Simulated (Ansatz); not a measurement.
Cost and result by functional for the surface energy of the (210) surface of fcc Ir in its 1x1 cell, outermost plane spacing 0.87 Å in the ideal cut, in Ansatz (plane waves, PAW). Single points on the PBE structure, on one kind of machine; costs are rough ratios of the slab run's core time (references not counted) to the cheapest single point. r2SCAN's cost holds its higher cutoff (500 against 420 eV). Differences are taken against r2SCAN for comparison alone: no measured value is at hand, so the table doesn't rank accuracy.

Model: 13-atom slab, 10.4 Å thick at the start (thin: gaps and levels are the slab's own), 11x9x1 mesh, Fermi-Dirac 0.1 eV, dipole correction, all atoms relaxed; held to the part of the start's symmetry that mesh and held atoms allow; no spin, no spin-orbit, no U. These notes are the PBE run's.

| functional | relative cost | surface energy (J/m²) | less r2SCAN (J/m²) |
|---|---|---|---|
| LDA | 1 | 3.71 | 0.39 |
| PBEsol | 1 | 3.54 | 0.21 |
| RPBE | 1 | 2.79 | -0.53 |
| r2SCAN | 2 | 3.32 | 0.00 |
| PBE (the relaxed run's value) | – | 3.06 | -0.27 |

The values span 0.92 J/m², while the single points' costs differ by a factor of roughly 2. Differences are of unrounded values.

Ansatz is a program for electronic structure.
